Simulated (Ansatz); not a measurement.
# AlB2-type ZrB2

Method: rVV10 (plane waves, PAW; Ansatz, an electronic-structure program).

Settings: plane-wave cutoff 520 eV, 24×24×16 k mesh (along the axes of the cell as run), Fermi–Dirac smearing 0.05 eV, scalar-relativistic PAW data made under PBE.

Cell (relaxed at this level):

```
ZrB2
1.0
    1.58679    -2.74839     0.00000
    1.58679     2.74839     0.00000
    0.00000     0.00000     3.56778
Zr B
1 2
Cartesian
  0.00000   0.00000   0.00000
  1.58679   0.91613   1.78389
  1.58679  -0.91613   1.78389
```

For AlB2-type ZrB2, the bulk modulus B0 is 234 GPa and the band gap is zero (no gap). The pressure derivative B′ of the bulk modulus is 4.0.

Note: the bulk modulus comes from volumes at which shape and atoms were relaxed.

Spin–orbit coupling is not included.

Computed values are for the static lattice.

Cost on a shared machine: roughly 5 core-minutes.
